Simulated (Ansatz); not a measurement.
# Pd, response to strain

The reference is Pd in the fcc (Cu type) structure (space group Fm-3m, No. 225; a = 3.841 Å; relaxed with 0.1 eV smearing).

Strains are applied to the cell and any free atomic positions relax.

Level of theory: LDA (Ansatz, a program for electronic structure; PAW; 420 eV plane waves; no spin-orbit coupling).

Notes on the quantities. energy relative to the base: free energy F.

```
change                     pressure  energy relative to the base  shortest interatomic distance
------------------------  ---------  ---------------------------  -----------------------------
base                        0.0 GPa                   0 meV/atom                        2.716 Å
isotropic strain −3.00 %   26.3 GPa                 +92 meV/atom                        2.635 Å
isotropic strain −2.50 %   21.0 GPa                 +63 meV/atom                        2.648 Å
isotropic strain −2.00 %   16.1 GPa                 +39 meV/atom                        2.662 Å
isotropic strain −1.50 %   11.5 GPa                 +22 meV/atom                        2.676 Å
isotropic strain −0.50 %          …                            …                        2.703 Å
isotropic strain +0.50 %   -3.2 GPa                +2.2 meV/atom                        2.730 Å
isotropic strain +1.00 %   -6.2 GPa                +8.6 meV/atom                        2.743 Å
isotropic strain +1.50 %   -8.9 GPa                 +19 meV/atom                        2.757 Å
isotropic strain +2.00 %  -11.4 GPa                 +33 meV/atom                        2.771 Å
```

Task: What belongs in the blanks?

Result: 
- isotropic strain −0.50 %, pressure: 3.5 GPa
- isotropic strain −0.50 %, energy relative to the base: +2.3 meV/atom

Whether these cells are dynamically stable was not tested. All final runs are without spin polarisation. Pd lies near a magnetic instability that expansion can trigger; it was not tested.
